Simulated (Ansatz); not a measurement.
A computed series for Cr: thickness series

Consider Cr in the bcc (W type) structure (space group Im-3m, No. 229; a = 2.829 Å; non-magnetic). Axes: x, y, z lie along the cube axes.

Free-standing slabs (1 atom(s) a layer) normal to [110] with 15 Å of vacuum; in-plane cell held at bulk.

Computed with r2SCAN, PAW, 500 eV (Ansatz, a first-principles code; spin-orbit coupling left out).

Notes on the quantities. layer's space group: with vacuum; excess energy per area of both faces: slab less bulk energy over the cell's area: twice a surface energy; uncertain by up to 0.2 J/m².

| case | layer's space group | excess energy per area of both faces | thickness between the outermost nuclei | shortest interatomic distance |
|---|---|---|---|---|
| base | – | – | – | 2.450 Å |
| 1 layer | Cmmm (No. 65) | – | – | 2.450 Å |
| 2 layers | Cmme (No. 67) | 6.92 J/m² | 1.78 Å | 2.277 Å |
| 3 layers | Cmmm (No. 65) | 7.4 J/m² | 3.86 Å | 2.395 Å |
| 4 layers | Cmme (No. 67) | 7.3 J/m² | 5.88 Å | 2.389 Å |
| 5 layers | Cmmm (No. 65) | 7.2 J/m² | 7.85 Å | 2.377 Å |
| 6 layers | Cmme (No. 67) | 7.2 J/m² | 9.86 Å | 2.381 Å |
| 7 layers | Cmmm (No. 65) | 7.2 J/m² | 11.86 Å | 2.380 Å |

The excess energy carries the mismatch between the slab's and the bulk's meshes. Whether these cells are dynamically stable was not tested. Starting moments died away, wholly or in part, for the base; another magnetic solution may exist. The final runs are not spin-polarised. Real Cr is antiferromagnetic at low temperature and ambient pressure, an order that this cell doesn't hold.
